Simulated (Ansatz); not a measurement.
Functionals compared on the (111) surface of MnP-type NiSi in its 1x1 cell (cut with top plane Ni, bottom plane Ni), outermost plane spacing 0.27 Å in the ideal cut (one of several cuts of this face), with 2 Ni a cell over the bulk's ratio, in Ansatz (plane waves, PAW). The structure was relaxed with PBE; the other rows are single points on it. Cutoff 420 eV (500 eV for r2SCAN).

Set-up: 34 atoms, Ni18Si16, 10.4 Å thick at the start (thin: gaps and levels are the slab's own); mesh 7x6x1; 0.1 eV smearing; dipole correction on; all atoms relaxed; held to the start's symmetry, so lower structures may exist; no spin (magnetic order not tried), no spin-orbit, no U. These notes are the PBE run's.

| functional | work function of the top face (eV) | rough cost of the single point |
|---|---|---|
| PBE | 4.46 | – |
| LDA | 4.77 | roughly 9 core-minutes |
| PBEsol | 4.55 | very roughly 9 core-minutes |
| RPBE | 4.31 | very roughly 10 core-minutes |
| r2SCAN | 4.47 | about 17 core-minutes (a rough figure) |

Ansatz is a quantum-chemistry and plane-wave program.
